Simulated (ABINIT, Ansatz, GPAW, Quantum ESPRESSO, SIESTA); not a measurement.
One structure in several programs: Al3GaN4 (P-43m, 8 atoms in the cell)

Self-consistent single point.

```
Al3GaN4
1.0
    4.40144     0.00000     0.00000
    0.00000     4.40144     0.00000
    0.00000     0.00000     4.40144
Al Ga N
3 1 4
Direct
  0.50000   0.50000   0.00000
  0.00000   0.50000   0.50000
  0.50000   0.00000   0.50000
  0.00000   0.00000   0.00000
  0.74416   0.74416   0.25584
  0.74416   0.25584   0.74416
  0.25584   0.25584   0.25584
  0.25584   0.74416   0.74416
```

Shared settings, as Ansatz (an electronic-structure program) writes them: kpoints.mp_grid.grid = 4 4 4; scf.occupations.method = fermi_dirac; scf.occupations.width = 0.0015 Ry. Potentials and cutoffs stand in the table.

```json
[
 {"code": "Quantum ESPRESSO", "model": "LDA (PW92), PseudoDojo standard norm-conserving (LDA) pseudopotentials", "pressure (GPa)": "-5.22", "largest force (eV/Å)": "0.109", "gap on the mesh (eV)": "3.392", "cutoff": "85 Ry"},
 {"code": "GPAW", "model": "LDA (Perdew-Wang 92), GPAW PAW datasets LDA (gpaw-data 1.0.1)", "pressure (GPa)": "–", "largest force (eV/Å)": "0.246", "gap on the mesh (eV)": "3.379", "cutoff": "900 eV"},
 {"code": "Ansatz", "model": "LDA (PW92), PAW files made with PBE", "pressure (GPa)": "-4.66", "largest force (eV/Å)": "0.139", "gap on the mesh (eV)": "3.375", "cutoff": "30.9 Ry"},
 {"code": "ABINIT", "model": "LDA (PW92), norm-conserving pseudopotentials (PseudoDojo nc-sr-04 LDA standard)", "pressure (GPa)": "-5.23", "largest force (eV/Å)": "0.109", "gap on the mesh (eV)": "3.392", "cutoff": "42 Ha"},
 {"code": "SIESTA", "model": "LDA PW92, numerical atomic orbitals DZP, PseudoDojo LDA standard norm-conserving potentials (rewritten from UPF to PSML)", "pressure (GPa)": "-2.95", "largest force (eV/Å)": "0.067", "gap on the mesh (eV)": "3.399", "cutoff": "grid 300 Ry"}
]
```

A dash marks a value that a program does not give, or that is left out as unsure.

Gaps are read on the mesh.

The spread over the programs that give each value: pressure within 2.28 GPa; largest force within 0.179 eV/Å; gap on the mesh within 0.024 eV.

SIESTA uses small atom-centred bases, whose incompleteness enters pressures, forces and empty levels differently from a plane-wave cutoff. Ansatz's pressure is given at a fixed set of plane waves, as the other plane-wave codes print theirs; with its correction for the finite basis it is -4.29 GPa (the shift of 0.36 GPa shows how far the cutoff is from converged). The pressure of GPAW is left out: its cutoff lies under the one at which its stress was checked. In the pressure, SIESTA (by 2.27) lies more than 1 GPa from the median of the plane-wave programs. In the force vectors, GPAW (by 0.354) and SIESTA (by 0.176) lie more than 0.08 eV/Å from the median of the plane-wave programs.

On the base mesh (6 6 6) the same programs gave: Ansatz pressure -4.66 GPa, gap on the mesh 3.375 eV; Quantum ESPRESSO pressure -5.22 GPa, gap on the mesh 3.393 eV; ABINIT pressure -5.22 GPa, gap on the mesh 3.393 eV; GPAW gap on the mesh 3.380 eV; SIESTA pressure -2.99 GPa, gap on the mesh 3.396 eV.

The starting cell comes from a database of computed structures (which also holds hypothetical and non-ambient phases and stackings), without a prior relaxation at this level.

Left out of this page: CP2K (on another mesh).

Keys are those of Ansatz 0.2.
